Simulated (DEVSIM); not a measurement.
Structure: Schottky contact on n-type GaAs, at 400 K.

Layer 1 from the left is GaAs, thickness (μm) 5.20, Nd (cm⁻³) 2.7e16, τn (s) 1.1e-9, τp (s) 1.1e-9.

Left contact: Schottky, work function 5.14 eV, emission velocity 1.9e6 cm/s. Right contact: ohmic. Voltage is applied to the left contact. Recombination: SRH at mid-gap, radiative, Auger. Mobility is constant in doping.

This is a model device: material constants are rounded textbook-type values typed into the input, and sizes, dopings and lifetimes were drawn at random. Values at 300 K; Nc and Nv go as T^1.5, mobilities as T to minus their exponent, the gap by Varshni's rule with the affinity fixed.

GaAs: gap (eV) 1.424, affinity (eV) 4.07, permittivity 12.9, Nc (cm⁻³) 4.7e17, Nv (cm⁻³) 9e18, μn (cm²/Vs) 8500, μp (cm²/Vs) 400, T exponent of μn 2.1, T exponent of μp 2.2, B (cm³/s) 2e-10, Cn (cm⁶/s) 1e-30, Cp (cm⁶/s) 1e-30, Varshni α (eV/K) 0.000541, Varshni β (K) 204.

Simulated with DEVSIM: 1D drift-diffusion, Boltzmann statistics, complete ionisation; no tunnelling, impact ionisation, image-force lowering or self-heating. Metal contacts follow the ideal Schottky-Mott rule: no Fermi-level pinning, no interface dipoles.

Dark forward current:

| |V| (V) | |J| (A/cm²) |
|---|---|
| 0.05 | 1.117e-6 |
| 0.10 | 3.354e-6 |
| 0.15 | 8.226e-6 |
| 0.20 | 1.949e-5 |
| 0.25 | 4.750e-5 |
| 0.30 | 0.0001243 |
| 0.35 | 0.0003602 |
| 0.40 | 0.001170 |
| 0.45 | 0.004201 |
| 0.50 | 0.01621 |
| 0.55 | 0.06541 |
| 0.60 | 0.2708 |
| 0.65 | 1.136 |
| 0.70 | 4.786 |
| 0.75 | 20.06 |
| 0.80 | 81.35 |
| 0.85 | 294.5 |
| 0.90 | 835.5 |
| 0.95 | 1771 |
| 1.00 | 3011 |

Problem. Work out the local ideality factor n = ΔV / (kT/q · ln(J2/J1)) between the rows 0.15 and 0.20 V, 0.65 and 0.70 V, 0.95 and 1.00 V.

Solution. kT/q = 34.47 mV. From 0.15 to 0.20 V: ln(1.949e-5/8.226e-6) = 0.863, n = 1.68. From 0.65 to 0.70 V: ln(4.786/1.136) = 1.438, n = 1.01, near the 1 of diffusion or emission over a barrier. From 0.95 to 1.00 V: ln(3011/1771) = 0.531, n = 2.73; the layers' resistance at their doping, Σ W/(qμN) = 2.6e-5 Ω cm², would take 32 mV of this step of 50 mV.

Problem. Estimate the current at 0.65 V for emission alone, J0 = q v N_band exp(−φB/kT), and read the barrier back from the simulated current.

Solution. φB = 1.070 eV, N_band = 7.24e17 cm⁻³, J0 = 7.27e-9 A/cm²; J = J0 (exp(qV/kT) − 1) = 1.13 A/cm². The simulation gives 1.14 A/cm², the same within the digits that matter. Read backwards, the simulated current gives an apparent barrier of 1.070 eV. The estimate leaves out transport through the depletion region and minority injection.
